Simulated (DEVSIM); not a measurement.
Schottky contact on p-type Si

Structure: Schottky contact on p-type Si, at 250 K.

```tsv
layer (left to right)	material	thickness (μm)	Na (cm⁻³)	τn (s)	τp (s)
1	Si	6.70	2.6e17	2.7e-6	2.7e-6
```

Left contact: Schottky, work function 4.524 eV, emission velocity 4.8e6 cm/s. Right contact: ohmic. Voltage is applied to the left contact. Recombination: SRH at mid-gap, radiative. Gap narrowing is on: ΔEg = 6.92 meV × (l + √(l² + 0.5)), l = ln(N/1.3e17 cm⁻³), shared equally by both band edges. Mobility is constant in doping.

The device is made up for the run: typed textbook-type constants, with dimensions and the other settings drawn at random. Values at 300 K; Nc and Nv go as T^1.5, mobilities as T to minus their exponent, the gap by Varshni's rule with the affinity fixed.

| parameter | Si |
|---|---|
| gap (eV) | 1.124 |
| affinity (eV) | 4.05 |
| permittivity | 11.7 |
| Nc (cm⁻³) | 2.86e19 |
| Nv (cm⁻³) | 3.1e19 |
| μn (cm²/Vs) | 1417 |
| μp (cm²/Vs) | 470 |
| T exponent of μn | 2.3 |
| T exponent of μp | 2.2 |
| B (cm³/s) | 4.7e-15 |
| Varshni α (eV/K) | 0.000473 |
| Varshni β (K) | 636 |

DEVSIM, 1D drift-diffusion, Boltzmann statistics, complete ionisation; no tunnelling, impact ionisation, image-force lowering or self-heating. Metal contacts follow the ideal Schottky-Mott rule: no Fermi-level pinning, no interface dipoles.

```json
{
  "potential_step_across_the_device_at_zero_bias": "0.559 V",
  "largest_field_in_the_device_at_zero_bias": "210000 V/cm",
  "Dark forward voltage at 1 A/cm²": "0.297 V",
  "Dark forward voltage at 100 A/cm²": "0.399 V"
}
```

Dark forward current:

```csv
V (V),J (A/cm²)
-0.05,-9.5e-6
-0.10,-0.00011
-0.15,-0.0011
-0.20,-0.011
-0.25,-0.11
-0.30,-1.1
-0.35,-11
-0.40,-100
-0.45,-610
-0.50,-1800
-0.55,-3300
```
